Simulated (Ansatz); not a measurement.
Effective masses and thermopower of Be2C (Fm-3m)

Given:

```
Be2C
1.0
    0.00000     2.15536     2.15536
    2.15536     0.00000     2.15536
    2.15536     2.15536     0.00000
Be C
2 1
Cartesian
  3.23304   3.23304   3.23304
  1.07768   1.07768   1.07768
  0.00000   0.00000   0.00000
```

Level of theory: PBEsol, rigid bands (plane waves, PAW, scalar-relativistic; Ansatz, an electronic-structure program). Cell: cell and atoms relaxed with PBEsol.

```yaml
band_gap: 1.08 eV
electron conductivity mass (300 K, dilute): 0.30 mₑ
hole conductivity mass (300 K, dilute): 0.43 mₑ
effective density of states N_c (300 K): 1.5e19 cm⁻³
effective density of states N_v (300 K): 4.8e19 cm⁻³
density_of_states_mass_electrons: 0.70 mₑ
density_of_states_mass_holes: 1.55 mₑ
Seebeck coefficient, n-type 1e19 cm⁻³, 300 K: -253 μV/K
best n-type power factor at 300 K for τ = 10 fs (best axis; densities from 1e16 to 1e21 cm⁻³ tried, whether or not they can be reached): 7.8 μW/(cm·K²) at 3e19 cm⁻³
Seebeck coefficient, p-type 1e19 cm⁻³, 300 K: 348 μV/K
best p-type power factor at 300 K for τ = 10 fs (best axis; densities from 1e16 to 1e21 cm⁻³ tried, whether or not they can be reached): 17.1 μW/(cm·K²) at 1e20 cm⁻³
```

Rigid bands; masses and Seebeck coefficients take one relaxation time τ for all states and one kind of carrier; polarons and phonon drag are left out. Spin-orbit coupling is left out.

Formula and space group known from diffraction (Crystallography Open Database), not checked to be the room-temperature form: Be2C (Fm-3m).
